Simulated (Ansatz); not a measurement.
**Bulk modulus of bcc Ti (high-temperature phase) at several levels of theory**

No measured value is used here.

```tsv
level (code)	value (GPa)	cell (Å³/atom)
LDA (Ansatz)	(withheld)	15.85
PBEsol (Ansatz)	113	16.53
r²SCAN (Ansatz)	111	17.21
```

Problem. Fill in the missing entries.

Solution. 
- LDA (Ansatz, a program for electronic structure), value (GPa): 120

The crystal itself was run without spin with LDA, PBEsol, r²SCAN; a magnetic state was not tried in these runs. LDA, PBEsol, r²SCAN: the bulk modulus is −V dP/dV from two relaxed cells at ±2 % in volume. LDA, PBEsol, r²SCAN: symmetry holds this phase in the static calculation, where it need not be a minimum. Each level is taken at its own relaxed cell. Cutoffs differ between the levels. Ansatz's density-functional and Hartree–Fock values are scalar-relativistic unless marked +SOC, with PAW data made under PBE.
